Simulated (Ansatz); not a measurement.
Structure of amorphous Hf18O37Mg (periodic cell):

```xyz
56
Lattice="8.7769 0.2740 0.3804 0.2740 9.0714 -0.2386 0.3804 -0.2386 9.0904" Properties=species:S:1:pos:R:3 pbc="T T T"
Hf     5.5169     3.9678     6.6548
Hf     5.7884     7.8598     8.0580
Hf     9.2604     6.3742     7.4226
Hf     0.9758     6.9543     3.3638
Hf     4.5080     7.5603     2.1080
Hf     7.5379     2.4733     4.5912
Hf     1.3335     0.3586     6.2984
Hf     3.6478     2.1057     8.8511
Hf     4.5824     4.0783     2.4286
Hf     0.5323     0.3480     0.4853
Hf     8.6065     3.1267     8.1998
Hf     1.9115     1.3911     3.1979
Hf     2.1992     5.9707     0.3344
Hf     6.3725     1.3729     1.9547
Hf     2.3935     3.6395     5.2391
Hf     6.8337     6.4933     4.9362
Hf     4.7994     0.4408     5.2360
Hf     3.6631     6.4737     5.6673
O      1.6662     1.5657     8.0537
O      5.5695     5.7985     1.8930
O      2.2620     1.1391     1.1881
O      2.9883     3.1424     3.2469
O      8.6208     1.3782     2.7062
O      6.3208     8.2913     6.0800
O      8.6045     7.0983     5.6403
O      2.7753     6.4155     2.3790
O      3.7330     0.2481     3.3404
O      0.7094     2.8359     4.0931
O      4.2975     4.5794     4.8606
O      3.8341     7.3399     0.1207
O      2.7228     1.6001     5.3268
O      5.7532     2.1920     5.7348
O      7.0580     4.4945     5.3063
O      4.8017     2.4142     1.2233
O      5.0266     7.2145     4.1679
O      7.6332     1.7343     0.3781
O      3.4583     8.4037     6.0233
O      4.7516     0.6771     8.0901
O      2.5595     5.9974     7.3922
O      1.3431     8.7845     4.0678
O      7.5488     6.7856     8.3936
O      0.2656     5.0162    -0.0656
O      3.6339     3.3381     7.1493
O      7.9182     6.5585     3.2032
O      6.7674     3.7762     8.1912
O      3.2216     4.2922     0.7198
O      5.3493     6.0808     6.7921
O      6.4349     0.6696     3.8967
O      0.8735     7.5336     1.1323
O      6.3818     3.1995     3.0118
O      5.9783     8.6080     1.0362
O      1.9916     5.7573     4.7461
O      1.0199     8.1314     7.5072
O      0.7675     4.1061     6.4910
O      8.4448     1.8585     6.5674
Mg     7.4536     6.2865     1.2233
```

Method: PBE, scalar-relativistic without spin-orbit coupling (plane waves to 420 eV, PAW; Ansatz, a first-principles code).

Preparation: random packing, a CHGNet melt and quench, and a DFT relaxation. O atoms were pushed apart under 1.9 Å during the dynamics, to hinder bonds among them. The hot cell started wider than the set density and was brought back towards it in steps. It is the lowest in DFT energy of 2 quenches. It is a model cell: composition and starting density were chosen by hand, and all elements were melted together. No dispersion term was used. Its density started from a set value of 8.82 and ended at 8.82 g/cm³. The quench (nominally 380 K/ps over its main leg) was far faster than any real one, so the model tends to hold more defects than a real film. Values belong to this one cell and scatter from quench to quench. The volume was held where the preparation left it and the shape relaxed, at a PBE pressure of 0.8 GPa. Stress components on the final sampling reach 0.9 GPa.

Bonds are counted up to Hf-Hf 3.34 Å, Hf-O 2.60 Å, Hf-Mg 3.27 Å, O-O 1.58 Å, O-Mg 2.48 Å, Mg-Mg 3.19 Å. Two cations that share two anions don't count as bonded, nor two that share one unless they lie closer than Hf-Hf 3.25 Å, Hf-Mg 3.18 Å, Mg-Mg 3.10 Å.

Task: Give the coordination numbers, mean bond lengths and angles.

Result: 
```json
{
 "Mean coordination of Hf by anions": "6.22 (14 with 6, 4 with 7)",
 "Mean coordination of O": "3.14 (2 with 2, 28 with 3, 7 with 4)",
 "Mean coordination of Mg by anions": "4.00 (1 with 4)",
 "Mean Hf-O bond": "2.134 Å (spread 0.109 Å, 112 counted)",
 "Mean O-Mg bond": "2.068 Å (spread 0.013 Å, 4 counted)",
 "Bond angle at Hf": "mean 102.9°, spread 28.9°",
 "Bond angle at O": "mean 114.9°, spread 17.6°",
 "Bond angle at Mg": "mean 111.5°, spread 25.0°"
}
```

Task: Which atoms depart from the most common coordination of their element?

Result: Hf6 has 7 (O28 2.05 Å, O50 2.09 Å, O32 2.14 Å, O33 2.20 Å, O48 2.23 Å, O55 2.26 Å, O23 2.43 Å); Hf12 has 7 (O21 2.06 Å, O22 2.06 Å, O28 2.08 Å, O27 2.16 Å, O40 2.18 Å, O23 2.26 Å, O31 2.29 Å); Hf15 has 7 (O31 2.07 Å, O54 2.10 Å, O22 2.14 Å, O29 2.16 Å, O28 2.19 Å, O52 2.21 Å, O43 2.30 Å); Hf17 has 7 (O24 2.05 Å, O32 2.06 Å, O48 2.13 Å, O27 2.18 Å, O37 2.21 Å, O31 2.38 Å, O35 2.44 Å); O19 has 4 (Hf7 2.16 Å, Hf8 2.20 Å, Hf10 2.24 Å, Hf11 2.25 Å); O23 has 4 (Hf10 2.11 Å, Hf12 2.26 Å, Hf14 2.37 Å, Hf6 2.43 Å); O29 has 4 (Hf18 2.15 Å, Hf15 2.16 Å, Hf1 2.25 Å, Hf9 2.50 Å); O31 has 4 (Hf15 2.07 Å, Hf7 2.10 Å, Hf12 2.29 Å, Hf17 2.38 Å); O35 has 4 (Hf16 2.09 Å, Hf5 2.15 Å, Hf18 2.16 Å, Hf17 2.44 Å); O38 has 2 (Hf8 1.96 Å, Hf2 2.05 Å); O42 has 4 (Mg56 2.08 Å, Hf13 2.19 Å, Hf3 2.39 Å, Hf11 2.41 Å); O45 has 2 (Hf11 1.95 Å, Hf1 1.99 Å); O47 has 4 (Hf18 2.06 Å, Hf1 2.12 Å, Hf2 2.23 Å, Hf16 2.41 Å).

Task: List the pairs of like atoms that count as bonded by the rules above.

Result: There are none by these rules.
